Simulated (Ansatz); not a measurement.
Ansatz (a program for electronic structure) run on MoS2 (R3m, 3 atoms in the cell): self-consistent single point.

Computed with PBE, PAW files (plane waves; Ansatz).

The change in words: lattice scaled by 0.98; basis.ecutwfc: 420 eV → 250 eV. Reference geometry:
```xyz
3
Lattice="1.6001 0.9238 6.5145 -1.6001 0.9238 6.5145 0.0000 -1.8476 6.5145" Properties=species:S:1:pos:R:3 pbc="T T T"
Mo     0.0000     0.0000    19.5892
S      0.0000     0.0000     8.0702
S      0.0000     0.0000     4.9504
```

Reference input (self-consistent single point, DFT, PBE, plane waves, PAW files): basis.ecutwfc = 420 eV; kpoints.mp_grid.grid = 9 9 9; hamiltonian.xc = pbe; hamiltonian.pseudopotentials = {kind: paw} (the program's default PAW files); scf.occupations.method = fermi_dirac; scf.occupations.width = 0.01 eV. This run's input differs from it in these lines:

Ansatz 0.2 input:
```diff
@@ -2,11 +2,11 @@
   lattice:
-    - [1.60011100, 0.92382400, 6.51451000]
-    - [-1.60011100, 0.92382400, 6.51451000]
-    - [0.00000000, -1.84764800, 6.51451000]
+    - [1.56810900, 0.90534800, 6.38422000]
+    - [-1.56810900, 0.90534800, 6.38422000]
+    - [0.00000000, -1.81069500, 6.38422000]
   atoms:
-    - { symbol: Mo, position_ang: [-0.00000000, 0.00000000, 19.58922277] }
-    - { symbol: S, position_ang: [0.00000000, -0.00000000, 8.07024665] }
-    - { symbol: S, position_ang: [-0.00000000, -0.00000000, 4.95043478] }
+    - { symbol: Mo, position_ang: [-0.00000000, 0.00000100, 19.19743892] }
+    - { symbol: S, position_ang: [0.00000000, 0.00000041, 7.90884196] }
+    - { symbol: S, position_ang: [-0.00000000, 0.00000025, 4.85142624] }
 basis:
-  ecutwfc: 420.0
+  ecutwfc: 250.0
 kpoints:
```

Output, abridged:

```
SCF iter   1: F=—  HF=-6762.899027 eV  |F-HF|=—  |Δ(HF+E_count)|=         —  Δρ=6.11e-2  dr2=2.57e0  ethr=3.10e-3  ⟨swp⟩=6.1  Hψ=8695  notcnv=0
all-band conjugate gradients solve this SCF's bands
preconditioner: auto → none
SCF iter   2: F=—  HF=-6762.185015 eV  |F-HF|=—  |Δ(HF+E_count)|=   7.14e-1  Δρ=2.53e-2  dr2=6.73e-1  ethr=3.10e-3  ⟨swp⟩=3.0  Hψ=3720  notcnv=0
   [... lines left out ...]
SCF iter   5: F=—  HF=-6762.084942 eV  |F-HF|=—  |Δ(HF+E_count)|=   2.14e-3  Δρ=6.74e-4  dr2=2.95e-4  ethr=5.76e-5  ⟨swp⟩=2.5  Hψ=2397  notcnv=0
SCF iter   6: F=—  HF=-6762.084927 eV  |F-HF|=—  |Δ(HF+E_count)|=   1.46e-5  Δρ=8.85e-5  dr2=4.68e-6  ethr=1.13e-6  ⟨swp⟩=2.4  Hψ=2315  notcnv=0
SCF iter   7: F=—  HF=-6762.085081 eV  |F-HF|=—  |Δ(HF+E_count)|=   1.54e-4  Δρ=1.67e-5  dr2=1.25e-7  ethr=1.80e-8  ⟨swp⟩=2.2  Hψ=2310  notcnv=0
SCF iter   8: F=-6762.085081 eV  HF=-6762.085081 eV  |F-HF|=9.51e-10  |Δ(HF+E_count)|=   3.53e-8  Δρ=3.20e-6  dr2=4.90e-9  ethr=3.85e-10  ⟨swp⟩=6.3  Hψ=6930  notcnv=0
SCF 1 converged in 8 iterations: F = -6762.085081 eV  dr2 = 4.90e-9
Free energy (F): -6762.085081 eV
Internal energy: -6762.085081 eV  (E = F + TS)
E sigma→0 (E₀):  -6762.085081 eV
Fermi energy:    11.116518 eV
--- Forces (eV/Å), atoms counted from 1 ---
  atom   1  Mo     0.00000000    -0.00000004    -1.63117507
  atom   2  S      0.00000000     0.00000005     1.83275049
  atom   3  S     -0.00000000    -0.00000001    -0.20158333
--- Stress (GPa, compression-positive) ---
        7.746519       0.000000       0.000000
        0.000000       7.746519       0.000000
        0.000000       0.000000      10.201506
  P = ⅓ Tr σ = 8.5648 GPa (85.648 kbar)
  The stress holds the Pulay correction. Without it, at fixed plane waves, as pw.x and ABINIT print it: P = -3.2962 GPa
```

The run converged in 8 iterations. Against the reference run the free energy goes up by 239 meV/atom, the pressure goes from -0.48 to 8.56 GPa, the largest force goes from 1.447 to 1.833 eV/Å and the gap on the mesh goes from 1.041 to 1.057 eV.

The starting cell comes from a database of computed structures (which also holds hypothetical and non-ambient phases and stackings), without a prior relaxation at this level. Its lattice was rescaled by up to half a per cent. One atom was moved a little off its site on purpose. For this run, on top of that: lattice scaled by 0.98. Forces in this geometry exceed 1 eV/Å. Ansatz's pressure includes its estimate of the finite-basis (Pulay) stress. Without the estimate this run gives -3.30 GPa. The cutoff lies below the one recommended for these files.
